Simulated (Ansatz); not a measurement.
## Amorphous Ti20O41Na2

Preparation: random packing, a CHGNet melt and quench, and a DFT relaxation. O atoms were pushed apart under 1.9 Å during the dynamics, to hinder bonds among them. The hot cell started wider than the set density and was brought back towards it in steps. It is the lowest in DFT energy of 2 quenches. It is a model cell: composition and starting density were chosen by hand, and all elements were melted together. No dispersion term was used.

Methods: PBE, scalar-relativistic without spin-orbit coupling (Ansatz, a first-principles code); r2SCAN, scalar-relativistic without spin-orbit coupling (Ansatz); HSE06, scalar-relativistic without spin-orbit coupling (Ansatz). Geometry, pressure, stress and energy are those of the PBE run. Its sampling: a 2×2×2 Γ-centred mesh; Fermi-Dirac width 0.02 eV; no spin polarisation. Other functionals are single points at the zone centre (r2SCAN at 500 eV; exact exchange cut at the cell's faces), free to take moments where seeds were set. At PBE the levels at the filled edge of the gap are localised (band-tail or defect states).

The number of atoms in the cell is 63, the density (held, not predicted) comes out as 3.54 g/cm³ and the volume per atom comes out as 12.35 Å³. The pressure on a 2×2×2 Γ-centred mesh is 2.22 GPa. The largest force and stress component on that mesh (the relaxation ran on the zone centre alone) comes out as 0.12 eV/Å and 2.3 GPa, the level gap on a 2×2×2 Γ-centred mesh (PBE) is 2.74 eV and the level gap at the zone centre (PBE) comes out as 2.82 eV. The level gap at the zone centre (r2SCAN) is 3.16 eV and the level gap at the zone centre (HSE06) is 4.35 eV.

Cut-offs for bonds: Ti-Ti 3.12 Å, Ti-O 2.56 Å, Ti-Na 3.39 Å, O-O 1.58 Å, O-Na 2.78 Å, Na-Na 3.65 Å. Two cations that share two anions don't count as bonded, nor two that share one unless they lie closer than Ti-Ti 3.04 Å, Ti-Na 3.30 Å, Na-Na 3.55 Å.

The mean coordination of Ti by anions comes out as 5.35 (1 with 4, 11 with 5, 8 with 6). The mean coordination of O is 2.88 (9 with 2, 28 with 3, 4 with 4). The mean coordination of Na by anions is 5.50 (1 with 5, 1 with 6), the mean Ti-O bond comes out as 1.953 Å (spread 0.135 Å, 107 counted) and the mean O-Na bond comes out as 2.404 Å (spread 0.146 Å, 11 counted).

Its density started from a set value of 3.54 g/cm³. Cooling (nominally 360 K/ps over its main leg) ran many orders faster than in experiment, which tends to leave more defects and strain. A cell of this size samples the disorder only roughly. The volume was held where the preparation left it and the shape relaxed, at a PBE pressure of 2.2 GPa. Stress components on the final sampling reach 2.3 GPa. On a 2×2×2 Γ-centred mesh force components of up to 0.12 eV/Å stay, since the relaxation ran on the zone centre alone.
